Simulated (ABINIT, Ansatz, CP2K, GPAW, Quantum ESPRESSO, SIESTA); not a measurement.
CsPdBr3 (P1, 5 atoms in the cell) computed with different codes at matched settings

Self-consistent single point.

```
CsPdBr3
1.0
    5.41693     0.00000     0.00000
    0.00196     5.41814     0.00000
    0.00080     0.00152     5.41865
Cs Pd Br
1 1 3
Direct
  0.99905   0.99228   0.99926
  0.50458   0.48479   0.50085
  0.50327   0.48825   0.00077
  0.49871   0.98508   0.49815
  0.00439   0.48959   0.50097
```

Shared settings, as Ansatz (a first-principles code) writes them: kpoints.mp_grid.grid = 3 3 3; scf.occupations.method = fermi_dirac; scf.occupations.width = 0.05 eV. Potentials and cutoffs stand in the table.

```csv
code,model,pressure (GPa),largest force (eV/Å),cutoff
SIESTA,"GGA PBEsol, numerical atomic orbitals TZP, PseudoDojo PBEsol standard norm-conserving potentials (rewritten from UPF to PSML)",-4.73,0.034,grid 350 Ry
Quantum ESPRESSO,"PBEsol, SSSP 1.1.2 efficiency (PBE) pseudopotentials",-4.20,0.038,60 Ry
Ansatz,"PBEsol, PAW files made with PBE",-4.20,0.039,default
CP2K,"PBEsol, GPW, DZVP-MOLOPT-SR-GTH basis, GTH-PBE potentials (GTH_POTENTIALS)",-3.58,0.034,grid 500 Ry
ABINIT,"PBEsol, PAW (JTH v2.0 PBE PAW, files made for PBE)",-4.29,0.038,24 Ha
GPAW,"PBEsol, GPAW PAW datasets PBEsol (made by gpaw-setup)",-4.04,0.037,550 eV
```

Size of the force on each atom (eV/Å): Sizes of forces hide their directions.

```json
[
 {"code": "SIESTA", "Cs1": "0.018", "Pd2": "0.028", "Br3": "0.007", "Br4": "0.034", "Br5": "0.015"},
 {"code": "Quantum ESPRESSO", "Cs1": "0.016", "Pd2": "0.038", "Br3": "0.010", "Br4": "0.034", "Br5": "0.022"},
 {"code": "Ansatz", "Cs1": "0.017", "Pd2": "0.039", "Br3": "0.011", "Br4": "0.035", "Br5": "0.022"},
 {"code": "CP2K", "Cs1": "0.021", "Pd2": "0.033", "Br3": "0.009", "Br4": "0.034", "Br5": "0.021"},
 {"code": "ABINIT", "Cs1": "0.017", "Pd2": "0.038", "Br3": "0.010", "Br4": "0.033", "Br5": "0.021"},
 {"code": "GPAW", "Cs1": "0.016", "Pd2": "0.037", "Br3": "0.011", "Br4": "0.035", "Br5": "0.022"}
]
```

On Ansatz's run: spin polarisation is off.

The spread over the programs that give each value: pressure within 1.15 GPa; largest force within 0.005 eV/Å.

SIESTA and CP2K use small atom-centred bases, whose incompleteness enters pressures, forces and empty levels differently from a plane-wave cutoff. Ansatz's pressure is given at a fixed set of plane waves, as the other plane-wave codes print theirs.

The shared mesh is coarse (it stands for a supercell whose shortest vector is 16 Å), so the values are not converged in it.

The starting cell comes from a database of computed structures (which also holds hypothetical and non-ambient phases and stackings), without a prior relaxation at this level. Its lattice was rescaled by a random factor within 2.5 % of one.

Left out of this page: Elk (not drawn, or without a comparable value).

Keys are those of Ansatz 0.2.
